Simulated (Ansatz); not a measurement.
KScMo2O8: pressure series

Base system: KScMo2O8 (space group P-3m1, No. 164; a = 5.7929 Å, c = 7.1686 Å; a cell from a computed database, its experimental status unchecked).

Cell and atoms are relaxed at each pressure.

Level of theory: plane-wave PAW DFT at the r2SCAN level (Ansatz, a program for electronic structure, 500 eV), no spin-orbit coupling.

Candidates:
(a) pressure 3 GPa
(b) pressure 1.5 GPa
(c) pressure 0.3 GPa
(d) pressure −1 GPa

Before the change:

- c/a ratio = 1.237

Question: Order them by c/a ratio, lowest first.

Answer: (a) pressure 3 GPa (1.198), (b) pressure 1.5 GPa (1.214), (c) pressure 0.3 GPa (1.232), (d) pressure −1 GPa (1.265)

Load acts through the strain it causes; cell and atoms are relaxed under it. Whether these cells are dynamically stable was not tested. The final runs are not spin-polarised.
